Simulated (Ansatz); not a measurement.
# Effect of isotropic strain +0.85 % on GaSb

The reference is GaSb in the zinc blende structure (space group F-43m, No. 216; a = 6.1324 Å).

It is then changed as follows: an isotropic linear strain of +0.85 %, atoms relaxed at fixed cell.

All numbers come from Ansatz (a first-principles code) r2SCAN, spin-orbit coupling left out. k-mesh 13×13×13 (Γ-centred); smearing 0.05 eV (Fermi–Dirac).

```json
[
 {"quantity": "volume per atom", "base": "28.83 Å³", "changed": "29.57 Å³", "shift": "+0.74 Å³"},
 {"quantity": "space group", "base": "F-43m (No. 216)", "changed": "F-43m (No. 216)", "shift": "–"},
 {"quantity": "shortest interatomic distance", "base": "2.655 Å", "changed": "2.678 Å", "shift": "+0.023 Å"},
 {"quantity": "energy relative to the base (free energy F)", "base": "0 meV/atom", "changed": "+3.0 meV/atom", "shift": "+3.0 meV/atom"},
 {"quantity": "pressure", "base": "0.01 GPa", "changed": "-1.27 GPa", "shift": "-1.273 GPa"},
 {"quantity": "band gap", "base": "0.41 eV", "changed": "0.22 eV", "shift": "-0.19 eV"},
 {"quantity": "gap character", "base": "direct at Γ", "changed": "direct at Γ", "shift": "–"},
 {"quantity": "mean gap deformation potential ΔEg/Δln V", "base": "–", "changed": "-7.5 eV", "shift": "–"},
 {"quantity": "width of the top valence band", "base": "3.21 eV", "changed": "3.10 eV", "shift": "-0.11 eV"},
 {"quantity": "valley order (the lowest conduction-band minima on the path, energy above the VBM, named in the base's zone)", "base": "Γ 0.41 eV; L along ⟨111⟩ 0.68 eV; a point along ⟨100⟩, about 0.9 Å⁻¹ from Γ 1.10 eV", "changed": "Γ 0.22 eV; L along ⟨111⟩ 0.62 eV; a point along ⟨100⟩, about 0.9 Å⁻¹ from Γ 1.13 eV", "shift": "–"}
]
```

With Sb present, leaving out spin-orbit coupling can change the band edges. Whether these cells are dynamically stable was not tested. The zero or small gap of GaSb under isotropic strain +0.85 % can change with the level of theory.
